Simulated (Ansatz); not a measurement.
Consider GaN in the wurtzite structure (space group P6_3mc, No. 186; a = 3.183 Å, c = 5.184 Å).

Level of theory: Ansatz (a first-principles code), r2SCAN, PAW, cutoff 500 eV, spin-orbit coupling left out.

Before the change:

- Gap character: direct at Γ
- Valence-band top at Γ: 0.00, 0.00, -0.04 eV
- Pressure: 0.0 kbar

Now apply this change: every lattice vector is stretched by 2.32 %; the atoms relax in the strained cell.

### Question
Predict the new gap character, valence-band top at Γ and pressure.

### Answer
The gap character is still direct at Γ; the valence-band top at Γ (three highest levels, from the VBM) goes from 0.00, 0.00, -0.04 eV to 0.00, 0.00, -0.03 eV; the pressure (mean of the normal stresses, compression positive) goes from zero to -116.6 kbar.

No phonon test of stability was made.
